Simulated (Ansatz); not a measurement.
# Effect of biaxial strain −3.00 %, plane normal [001], relaxed out of plane on CdGeAs2

Start from CdGeAs₂ in the chalcopyrite structure (space group I-42d, No. 122; a = 6.048 Å, c = 11.488 Å). Axes: x, y, z lie along a, b, c of the conventional cell.

The change: compressive biaxial strain of 3.00 % in the plane normal to [001], as in epitaxy on a mismatched substrate; the out-of-plane cell vector and the atoms relax.

Calculations: Ansatz (a program for electronic structure) PBE, no SOC. Γ-centred 8×8×8 mesh, Fermi–Dirac width 0.05 eV.

```csv
quantity,base,changed,shift
volume per atom,26.26 Å³,25.55 Å³,-0.71 Å³
space group,I-42d (No. 122),I-42d (No. 122),–
energy relative to the base (free energy F),0 meV/atom,+11 meV/atom,+11 meV/atom
"pressure (mean of the normal stresses, compression positive)",0.0 GPa,1.6 GPa,+1.6 GPa
band gap (uncertain: the Fermi level lies in a band; the base alone),0.12 eV,zero,–
out-of-plane strain (rough),–,+3.39 %,–
mean in-plane stress (compression positive) (rough),–,+2.4 GPa,–
```

Cost of the whole job for the changed cell (relaxation, final SCF and bands): roughly 7 core-minutes.

The mesh was chosen for an insulator and is coarse for the gapless case. Without a gap, meshes like the base's 8×8×8 leave anisotropic stresses uncertain by several tenths of a GPa, and small strain energies with them. No phonon test of stability was made. The final runs are not spin-polarised. The zero or small gap of CdGeAs2 can change with the level of theory.
